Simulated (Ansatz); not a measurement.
Start from MgS in the rock salt structure (space group Fm-3m, No. 225).

```xyz
2
Lattice="0.0000 2.6148 2.6148 2.6148 0.0000 2.6148 2.6148 2.6148 0.0000" Properties=species:S:1:pos:R:3 pbc="T T T"
S      0.0000     0.0000     0.0000
Mg     2.6148     2.6148     2.6148
```

All numbers come from PBE (Ansatz, a quantum-chemistry and plane-wave program, PAW, scalar-relativistic without spin-orbit coupling), earlier PAW set.

Before the change:

- Electron mass: 0.52 mₑ along k, 0.29 mₑ across (at X)
- Band gap: 2.76 eV
- Density: 2.62 g/cm³

Perturbation: a hydrostatic pressure of 5 GPa.

Task: What does the calculation give for the electron mass after the change?

Result: The electron mass becomes 0.53 mₑ along k, 0.29 mₑ across (at X) (base: 0.52 mₑ along k, 0.29 mₑ across (at X)).

Task: What happens to the band gap?

Result: The band gap grows by 0.126 eV to 2.88 eV.

Task: What happens to the density?

Result: The density increases by 0.16 g/cm³ to 2.78 g/cm³.

Load acts through the strain it causes; cell and atoms are relaxed under it. Effective masses come from finite differences of ±0.01 Å⁻¹. Along k means along the line from Γ to the band edge. No phonon test of stability was made. Competing high-pressure phases were not computed.
